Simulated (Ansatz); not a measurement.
The parent structure is Ru in the hcp (Mg type) structure (space group P6_3/mmc, No. 194; relaxed with 0.1 eV smearing).

```xyz
2
Lattice="2.6914 0.0000 0.0000 -1.3457 2.3308 0.0000 0.0000 0.0000 4.2489" Properties=species:S:1:pos:R:3 pbc="T T T"
Ru     1.3457     0.7769     3.1867
Ru     0.0000     1.5539     1.0622
```

Cartesian axes are those of the cell as printed.

Level of theory: PBEsol (Ansatz, a first-principles code, PAW, spin-orbit coupling left out).

Base values:

The pressure is 0.0 GPa and the band gap is zero. The shortest interatomic distance is 2.632 Å.

It is then changed as follows: uniaxial strain ε_zz = −3.00 %, all other strain components held at zero, atoms relaxed at fixed cell.

Problem. Estimate the effect on the pressure.

Solution. The pressure (mean of the normal stresses, compression positive) goes from zero to 12.3 GPa.

Problem. What happens to the energy relative to the base?

Solution. The energy grows by 28 meV/atom.

Problem. Estimate the effect on the band gap.

Solution. The band gap is still zero.

Problem. Estimate the effect on the shortest interatomic distance.

Solution. The shortest interatomic distance shrinks by 0.051 Å, from 2.632 Å to 2.581 Å.

Whether these cells are dynamically stable was not tested. All final runs are without spin polarisation.
